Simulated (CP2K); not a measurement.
Worked example: self-consistent single point of Nb (Im-3m, 1 atom in the cell) in CP2K.

Level of theory: CP2K with PBE, GPW, DZVP-MOLOPT-SR-GTH basis, GTH-PBE potentials (GTH_POTENTIALS).

The change in words: lattice scaled by 0.98. Reference geometry:
```yaml
crystal:
  lattice:
    - [2.86913, 0.00000, 0.00000]
    - [-0.95638, 2.70504, 0.00000]
    - [-0.95638, -1.35252, 2.34264]
  atoms:
    - { symbol: Nb, position: [0.00000, 0.00000, 0.00000] }
```

Reference input (self-consistent single point, DFT PBE, GPW, DZVP-MOLOPT-SR-GTH basis, GTH-PBE potentials (GTH_POTENTIALS)): CUTOFF = 500 Ry; REL_CUTOFF = 50 Ry; SMEAR/METHOD = FERMI_DIRAC; ELECTRONIC_TEMPERATURE = 580.23 K; KPOINTS/SCHEME = MONKHORST-PACK 9 9 9; XC_FUNCTIONAL = PBE; Nb/BASIS_SET = DZVP-MOLOPT-SR-GTH; Nb/POTENTIAL = GTH-PBE-q13; METHOD = GPW; EPS_DEFAULT = 1e-10; NGRIDS = 5; SCF_GUESS = ATOMIC. This run's input differs from it in these lines:

```diff
@@ -62,5 +62,5 @@
     &CELL
-      A 2.86913000 0.00000000 0.00000000
-      B -0.95637700 2.70504200 0.00000000
-      C -0.95637700 -1.35252100 2.34263500
+      A 2.81174700 0.00000000 0.00000000
+      B -0.93724900 2.65094100 0.00000000
+      C -0.93724900 -1.32547000 2.29578200
       PERIODIC XYZ
```

Output, abridged:

```
 SCF WAVEFUNCTION OPTIMIZATION

  Step     Update method      Time    Convergence         Total energy    Change
     1 NoMix/Diag. 0.20E+00      -     0.79403154       -57.4558353071 -5.75E+01
     2 Broy./Diag. 0.20E+00      -     0.06083527       -58.2302443232 -7.74E-01
     3 Broy./Diag. 0.20E+00      -     0.13694444       -57.4689457931  7.61E-01
     4 Broy./Diag. 0.20E+00      -     0.01591693       -57.0688261661  4.00E-01
     5 Broy./Diag. 0.20E+00      -     0.00218099       -57.1189108664 -5.01E-02
     6 Broy./Diag. 0.20E+00      -     0.00023968       -57.1058825141  1.30E-02
     7 Broy./Diag. 0.20E+00      -     0.00006355       -57.1063612985 -4.79E-04
     8 Broy./Diag. 0.20E+00      -     0.00001844       -57.1063832752 -2.20E-05
     9 Broy./Diag. 0.20E+00      -     0.00000079       -57.1064601671 -7.69E-05
    10 Broy./Diag. 0.20E+00      -     0.00000052       -57.1064598260  3.41E-07
    11 Broy./Diag. 0.20E+00      -     2.8383E-09       -57.1064615933 -1.77E-06
  *** SCF run converged in    11 steps ***

  Overlap energy of the core charge distribution:               0.00000000000004
  Self energy of the core charge distribution:               -103.63917349953351
  Core Hamiltonian energy:                                     23.52570743757554
  Hartree energy:                                              29.93330483129048
  Exchange-correlation energy:                                 -6.92590588606215
  Electronic entropic energy:                                  -0.00039447653819
  Fermi energy:                                                 0.55703077366042

  Total energy:                                               -57.10646159326752
  Total energy (extrapolated to T->0):                        -57.10626435499842

                     Mulliken Population Analysis

   [... lines left out ...]

 STRESS| Analytical stress tensor [bar]
 STRESS|                        x                   y                   z
 STRESS|      x        1.01867962509E+05   3.08235429279E-01   6.47496320143E-01
 STRESS|      y        3.08235429279E-01   1.01868691779E+05   7.32016572441E-01
 STRESS|      z        6.47496320143E-01   7.32016572441E-01   1.01869377564E+05
 STRESS| 1/3 Trace                                             1.01868677284E+05
```

The run converged in 11 iterations. Against the reference run the free energy goes up by 28.4 meV/atom and the pressure goes from -1.13 to 10.19 GPa.

The starting cell comes from a database of computed structures (which also holds hypothetical and non-ambient phases and stackings), without a prior relaxation at this level. Its lattice was rescaled by a random factor within 2.5 % of one. For this run, on top of that: lattice scaled by 0.98. Spin polarisation is off. Values carry the incompleteness of an atom-centred basis. With a pressure of about 10 GPa the cell is away from its equilibrium volume at this level.

Cost on one core of a shared machine: roughly 4 min.
